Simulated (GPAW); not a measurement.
# A self-consistent single point of ZnS (F-43m, 2 atoms in the cell) with GPAW

Method of the run: PBE, GPAW PAW datasets PBE (gpaw-data 1.0.1) (plane waves; GPAW).

Input as run:

```python
from ase import Atoms
from ase.units import GPa
from gpaw import GPAW, PW, FermiDirac

atoms = Atoms(['Zn', 'S'],
              cell=[[0.000000, 2.718525, 2.718525],
                    [2.718525, 0.000000, 2.718525],
                    [2.718525, 2.718525, 0.000000]],
              scaled_positions=[[0.000000, 0.000000, 0.000000],
                                [0.250000, 0.250000, 0.250000]],
              pbc=True)

calc = GPAW(mode=PW(800),
            xc='PBE',
            kpts=(5, 5, 5),
            occupations=FermiDirac(0.02),
            nbands=-6,
            convergence={'bands': -4},
            symmetry={'symmorphic': False, 'tolerance': 0.0005},
            maxiter=150,
            txt='-')

atoms.calc = calc

energy = atoms.get_potential_energy()
print('Energy (eV):', round(energy, 6))
forces = atoms.get_forces()
print('Forces (eV/Ang):')
print(forces.round(5))
stress = atoms.get_stress()
print('Stress (GPa, Voigt):', (stress / GPa).round(4))
```

Output (repeated stretches shortened):

```
Input parameters:
  convergence: {bands: -4}
  kpts: [5 5 5]
  maxiter: 150
  mode: {ecut: 800.0,
         name: pw}
  nbands: -6
  occupations: {fixmagmom: False,
                name: fermi-dirac,
                width: 0.02}
  symmetry: {symmorphic: False,
             tolerance: 0.0005}
  xc: PBE

species:
  Zn:
    name: Zinc
    Z: 30.0
    valence: 12
    core: 18
    charge: 0.0
    file: Zn.PBE.gz

    # Using partial waves for Zn as LCAO basis

  S:
    name: Sulfur
    Z: 16.0
    valence: 6
    core: 10
    charge: 0.0
    file: S.PBE.gz

    # Using partial waves for S as LCAO basis

Reference energy: -59718.946550  # eV

Spin-paired calculation

Convergence criteria:
 Maximum [total energy] change in last 3 cyles: 0.0005 eV / valence electron
 Maximum integral of absolute [dens]ity change: 0.0001 electrons / valence electron
 Maximum integral of absolute [eigenst]ate change: 4e-08 eV^2 / valence electron
 Maximum number of scf [iter]ations: 150

Symmetries present (total): 24
Symmetries with fractional translations: 0
125 k-points: 5 x 5 x 5 Monkhorst-Pack grid
10 k-points in the irreducible part of the Brillouin zone
       k-points in crystal coordinates                weights
   0:     0.00000000    0.00000000    0.00000000          1/125
   1:     0.20000000    0.20000000    0.00000000          6/125
   2:     0.20000000    0.20000000    0.20000000          8/125
   [... 7 lines left out ...]

Wave functions: Plane wave expansion
  Cutoff energy: 800.000 eV
  Number of coefficients (min, max): 2049, 2085
  Pulay-stress correction: 0.000000 eV/Ang^3 (de/decut=0.000000)

Occupation numbers: Fermi-Dirac:
  width: 0.0200  # eV

Eigensolver

Densities:
  Coarse grid: 27*27*27 grid
  Fine grid: 54*54*54 grid
  Total Charge: 0.000000

Density mixing:
  Method: separate
  Backend: pulay
  Linear mixing parameter: 0.05
  old densities: 5
  Damping of long wavelength oscillations: 50

Hamiltonian:
  XC and Coulomb potentials evaluated on a 54*54*54 grid
  External potential:
    NoExternalPotential

XC parameters: PBE with 2 nearest neighbor stencil

Number of atoms: 2
Number of atomic orbitals: 13
Number of bands in calculation: 15
Number of valence electrons: 18
Bands to converge: 11

Density initialized from atomic densities
  13 bands from LCAO basis set
  2 bands from random numbers

Atomic positions and initial magnetic moments

Positions:
   0 Zn     0.000000    0.000000    0.000000    ( 0.0000,  0.0000,  0.0000)
   1 S      1.359263    1.359263    1.359263    ( 0.0000,  0.0000,  0.0000)

Unit cell:
           periodic     x           y           z      points  spacing
  1. axis:    yes    0.000000    2.718525    2.718525    27     0.1163
  2. axis:    yes    2.718525    0.000000    2.718525    27     0.1163
  3. axis:    yes    2.718525    2.718525    0.000000    27     0.1163

  Lengths:   3.844575   3.844575   3.844575
  Angles:   60.000000  60.000000  60.000000

Effective grid spacing dv^(1/3) = 0.1269

     iter     time        total  log10-change:
                         energy   eigst   dens
iter:   1 --:--:--    -7.224501   +0.92
iter:   2 --:--:--    -7.194376   +0.18  -1.16
iter:   3 --:--:--    -6.923420   -0.90  -1.20
iter:   4 --:--:--    -6.938288   -1.68  -1.50
iter:   5 --:--:--    -6.968327   -1.53  -1.62
iter:   6 --:--:--    -6.952447   -3.30  -2.25
iter:   7 --:--:--    -6.965246   -3.42  -2.31
iter:   8 --:--:--    -6.920768   -2.01  -2.24
iter:   9 --:--:--    -6.921076   -3.16  -3.12
iter:  10 --:--:--    -6.921115c  -4.24  -3.29
iter:  11 --:--:--    -6.921405c  -4.02  -3.37
iter:  12 --:--:--    -6.921140c  -4.16  -3.38
iter:  13 --:--:--    -6.921139c  -5.58  -4.07c
iter:  14 --:--:--    -6.921139c  -5.39  -4.13c
iter:  15 --:--:--    -6.921134c  -6.28  -4.20c
iter:  16 --:--:--    -6.921135c  -6.65  -4.36c
iter:  17 --:--:--    -6.921135c  -7.08  -4.39c
iter:  18 --:--:--    -6.921135c  -7.33  -4.45c
iter:  19 --:--:--    -6.921135c  -6.63  -4.59c
iter:  20 --:--:--    -6.921134c  -8.13c -4.75c

Converged after 20 iterations.

Dipole moment: (-2.966053, -2.966053, -2.966053) |e|*Ang

Energy contributions relative to reference atoms: (reference = -59718.946550)

Kinetic:        +10.127053
Potential:       -8.680011
External:        +0.000000
XC:              -8.451326
Entropy (-ST):   -0.000000
Local:           +0.083149
SIC:             +0.000000
--------------------------
Free energy:     -6.921134
Extrapolated:    -6.921134

Showing only first 2 kpts
 Kpt  Band  Eigenvalues  Occupancy
  0     7      3.56138    2.00000
  0     8      3.56138    2.00000
  0     9      5.58191    0.00000
  0    10      9.93839    0.00000

  1     7      2.69564    2.00000
  1     8      2.69564    2.00000
  1     9      7.65612    0.00000
  1    10      8.54791    0.00000

Fermi level: 4.16970

Gap: 2.021 eV
Transition (v -> c):
  (s=0, k=0, n=8, [0.00, 0.00, 0.00]) -> (s=0, k=0, n=9, [0.00, 0.00, 0.00])
No difference between direct/indirect transitions
Energy (eV): -6.921134

Forces in eV/Ang:
  0 Zn    0.00000   -0.00000    0.00000
  1 S     0.00000   -0.00000    0.00000

Stress tensor:
    -0.002250     0.000000    -0.000000
     0.000000    -0.002250     0.000000
    -0.000000     0.000000    -0.002250
Stress (GPa, Voigt): [-0.3605 -0.3605 -0.3605  0.     -0.      0.    ]
```

The run converged in 20 iterations. GPAW prints stress with tension positive.

The starting cell has typed, rounded lattice constants, without a prior relaxation at this level. Its lattice was rescaled by up to half a per cent.
